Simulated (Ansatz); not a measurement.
Consider MgO in the rock salt structure (space group Fm-3m, No. 225; a = 4.254 Å).

(Cell as relaxed with PBE.)

Levels (all Ansatz, an electronic-structure program, PAW, earlier PAW set): PBE (420 eV, no SOC); PBEsol (420 eV, no SOC).

Each level relaxes its own structure.

| base | PBE | PBEsol |
|---|---|---|
| volume per atom | 9.63 Å³ | 9.36 Å³ |
| lattice parameter a | 4.254 Å | 4.215 Å |
| band gap | 4.46 eV | 4.62 eV |

The change: every Mg is replaced by Ca; the structure is relaxed again.

```tsv
quantity	PBE	PBEsol
band gap	3.66 eV	[?]
shift of the gap caused by the change	-0.80 eV	[?]
electron mass	1.4 mₑ along k, 0.44 mₑ across (at X)	[?]
```

### Question
Predict the PBEsol column.

### Answer

- band gap, PBEsol: 3.54 eV
- shift of the gap caused by the change, PBEsol: -1.08 eV
- electron mass, PBEsol: 1.4 mₑ along k, 0.42 mₑ across (at X)

PBE's band gap lies 0.114 eV above PBEsol's; PBE's shift of the gap caused by the change lies 0.28 eV above PBEsol's. Neither level is exact; PBEsol is the comparison here, not a measurement.

Masses are band curvatures over ±0.01 Å⁻¹ around the edge. Along k means along the line from Γ to the band edge. Whether these cells are dynamically stable was not tested.
